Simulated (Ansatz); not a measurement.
**Sn (space group I4/mmm, No. 139; a model cell)**

```xyz
4
Lattice="-3.9994 3.9994 2.3138 3.9994 -3.9994 2.3138 3.9994 3.9994 -2.3138" Properties=species:S:1:pos:R:3 pbc="T T T"
Sn     1.4272     1.4272     0.0000
Sn     2.5722    -2.5722     2.3138
Sn    -2.5722     2.5722     2.3138
Sn     2.5722     2.5722     2.3138
```

Computed with Ansatz (a quantum-chemistry and plane-wave program) PBEsol, spin-orbit coupling left out. Settings: 12×12×12 k-points, 0.05 eV Fermi–Dirac smearing.

| Item | Value |
|---|---|
| Volume per atom | 37.01 Å³ |
| Density | 5.33 g/cm³ |
| Band gap | zero |
| Total energy | -5949.677 eV/atom (σ→0; compares only within this code and set-up) |

Stability against distortions was not tested. This is not the structure that Sn has at room temperature and ambient pressure.
